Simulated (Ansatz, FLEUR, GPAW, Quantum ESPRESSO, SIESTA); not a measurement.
**One structure in several programs: NbPd2 (Immm, 3 atoms in the cell)**

Self-consistent single point, at a second geometry (lattice scaled by 0.98). First geometry:

```xyz
3
Lattice="-1.4284 1.9873 4.2525 1.4284 -1.9873 4.2525 1.4284 1.9873 -4.2525" Properties=species:S:1:pos:R:3 pbc="T T T"
Nb     0.0000     0.0000     0.0000
Pd     0.0000     0.0000     5.6693
Pd     0.0000     0.0000     2.8358
```

Shared settings, as Ansatz (a program for electronic structure) writes them: kpoints.mp_grid.grid = 9 9 9; scf.occupations.method = gaussian; scf.occupations.width = 0.0037 Ry. Potentials and cutoffs stand in the table.

| code | model | ΔF from the first geometry (meV/atom) | pressure (GPa) | largest force (eV/Å) | cutoff |
|---|---|---|---|---|---|
| FLEUR | PBEsol, all-electron FLAPW (FLEUR), scalar-relativistic valence | – | – | 0.038 | Kmax 4 1/bohr |
| Quantum ESPRESSO | PBEsol, GBRV 1.5 ultrasoft (PBESOL) pseudopotentials | -26.4 | 1.93 | 0.067 | 40 Ry |
| SIESTA | GGA PBEsol, numerical atomic orbitals TZP, PseudoDojo PBEsol standard norm-conserving potentials (rewritten from UPF to PSML) | -40.0 | -0.31 | 0.033 | grid 400 Ry |
| GPAW | PBEsol, GPAW PAW datasets PBEsol (made by gpaw-setup) | -28.9 | 1.41 | 0.058 | 550 eV |
| Ansatz | PBEsol, PAW files made with PBE | -28.1 | 1.61 | 0.054 | default |

A dash marks a value that a program does not give, or that is left out as unsure.

On Ansatz's run: spin polarisation is off.

The spread over the programs that give each value: ΔF from the first geometry within 13.6 meV/atom; pressure within 2.24 GPa; largest force within 0.034 eV/Å.

SIESTA uses small atom-centred bases, whose incompleteness enters pressures, forces and empty levels differently from a plane-wave cutoff. FLEUR treats all electrons, but the usual bases taken here (sphere radii, linearisation, local orbitals, empty states) were not tested for convergence, so the values are no reference for the others. Ansatz's pressure is given at a fixed set of plane waves, as the other plane-wave codes print theirs; with its correction for the finite basis it is 1.64 GPa. In the pressure, SIESTA (by 1.92) lies more than 1 GPa from the median of the plane-wave programs.

The starting cell comes from a database of computed structures (which also holds hypothetical and non-ambient phases and stackings), without a prior relaxation at this level. Its lattice was rescaled by a random factor within 2.5 % of one. For this run, on top of that: lattice scaled by 0.98.

Left out of this page: Elk (not drawn, or without a comparable value).

Keys are those of Ansatz 0.2.
